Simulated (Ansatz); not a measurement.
Ru, pressure series

Start from Ru in the hcp (Mg type) structure (space group P6_3/mmc, No. 194; a = 2.705 Å, c = 4.260 Å).

Cell and atoms are relaxed at each pressure.

Calculations: DFT with r2SCAN, PAW potentials and a 500 eV plane-wave cutoff in Ansatz (an electronic-structure program), scalar-relativistic without spin-orbit coupling.

Notes on the quantities. enthalpy: H = E + PV relative to the base's energy.

| variant | enthalpy | shortest interatomic distance |
|---|---|---|
| base | – | 264.1 pm |
| pressure −2 GPa | -0.17 eV/atom | 264.6 pm |
| pressure −1 GPa | -0.08 eV/atom | 264.4 pm |
| pressure 0.9 GPa | +0.08 eV/atom | ? |
| pressure 2.1 GPa | +0.18 eV/atom | 263.6 pm |
| pressure 4.5 GPa | +0.38 eV/atom | 263.0 pm |
| pressure 9 GPa | +0.75 eV/atom | 262.0 pm |
| pressure 15 GPa | +1.24 eV/atom | 260.7 pm |
| pressure 22.5 GPa | +1.84 eV/atom | 259.3 pm |
| pressure 30 GPa | +2.43 eV/atom | 257.9 pm |

Problem. Fill in the withheld entries from the trend.

Solution. 
- pressure 0.9 GPa, shortest interatomic distance: 263.9 pm

Load acts through the strain it causes; cell and atoms are relaxed under it. Stability against distortions was not tested. Competing high-pressure phases were not computed. The final runs are not spin-polarised.
